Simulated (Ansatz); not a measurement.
## Fermi-surface data of PtGa2 (Fm-3m)

Consider the following.

```
CELL_PARAMETERS angstrom
      0.00000     2.96037     2.96037
      2.96037     0.00000     2.96037
      2.96037     2.96037     0.00000
ATOMIC_POSITIONS crystal
  Ga 0.75000 0.75000 0.75000
  Ga 0.25000 0.25000 0.25000
  Pt 0.00000 0.00000 0.00000
```

These are PBEsol, rigid bands (plane waves, PAW, scalar-relativistic; Ansatz, a quantum-chemistry and plane-wave program) values and carry that method's errors. How the cell was made: cell and atoms relaxed with PBEsol.

```
Quantity                                                         Result
------------------------------------  ---------------------------------
density of states at the Fermi level  1.13 states/(eV·cell), both spins
bare Sommerfeld coefficient                   0.89 mJ/(mol of atoms·K²)
Drude plasma energy                                              8.3 eV
root-mean-square Fermi velocity                               1.1e6 m/s
resistivity times τ                                    7.2 ×10⁻²² Ω·m·s
```

A metal at this level (no band gap); rigid bands, thermally averaged at 300 K, both spins. Spin-orbit coupling is left out, which matters with elements this heavy. τ is one relaxation time for all states.

Formula and space group known from diffraction (Crystallography Open Database), not checked to be the room-temperature form: PtGa2 (Fm-3m).
